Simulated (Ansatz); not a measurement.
Here is the system:

End structure of OH on the 1x1 (111) surface of fcc Ag, one in a 1x1 cell, started at the site 'top Ag':

```yaml
crystal:
  lattice:
    - [2.93338, 0.00000, 0.00000]
    - [-1.46669, 2.54038, 0.00000]
    - [0.00000, 0.00000, 26.50000]
  atoms:
    - { symbol: Ag, position: [0.33333, 0.66667, 0.36572] }
    - { symbol: Ag, position: [0.66667, 0.33333, 0.45551] }
    - { symbol: Ag, position: [0.00296, 0.00281, 0.54529] }
    - { symbol: Ag, position: [0.36161, 0.64720, 0.63393] }
    - { symbol: O, position: [0.83025, 0.17909, 0.69716] }
    - { symbol: H, position: [0.00697, 0.00366, 0.71257] }
```

Model: 6-atom slab, 7.1 Å thick at the start under the adsorbate (thin: gaps and levels are the slab's own), 12x12x1 mesh, Fermi-Dirac 0.1 eV, dipole correction, 2 atoms held, the rest relaxed; no symmetry held; spin-polarised, no spin-orbit, no U, no dispersion correction. The starting moment vanished. At the end it is bonded to 2 Ag. In PBE it is, or lies within 0.03 eV of, the lowest of the starts that converged.

A negative adsorption energy means that the adsorbate is more stable on the surface than in its reference.

Task: Predict the work function of the top face from PBE run with Ansatz (a program for electronic structure).

Result: 6.32 eV

Task: Predict the adsorption energy against H2O(g) − ½ H2(g) from PBE.

Result: 1.17 eV

Task: Estimate the change of the step from the bottom to the top vacuum level, against the clean slab that PBE returns for this input.

Result: 1.92 eV

Task: Estimate the change of the work function that PBE returns for this input.

Result: 1.88 eV
